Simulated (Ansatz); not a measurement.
Ge₃N₄ (P6₃/m, No. 176; cell taken from a computed entry), treated with PBE (plane waves, PAW; Ansatz, a program for electronic structure).

Settings: plane-wave cutoff 520 eV, 6×6×12 k mesh (along the axes of the cell as run), scalar-relativistic PAW data made under PBE.

Computed at the level's own relaxed cell.

Hill averages of the elastic tensor: K = 174.2 GPa, G = 78.9 GPa. Volume 12.732 Å³/atom, mean atomic mass 39.135 u.

**Question.** Work out the density, the sound velocities of a polycrystal and the elastic Debye temperature at this level.

**Answer.** ρ = 1.66054 × 39.135/12.732 = 5.104 g/cm³. v_l = √[(K + 4G/3)/ρ] = 7.399 km/s and v_t = √(G/ρ) = 3.932 km/s. The mean follows from 3/v_m³ = 1/v_l³ + 2/v_t³: v_m = 4.394 km/s. Θ_D = (ħ/k_B) v_m (6π²/V)^(1/3) = 76.38 K Å s/km × 4.394 × 1.6692 Å⁻¹ = 560 K, counting all atoms of the cell.

Note: the relaxation could not lower the start's symmetry, so the cell can be a saddle point above a distorted one.
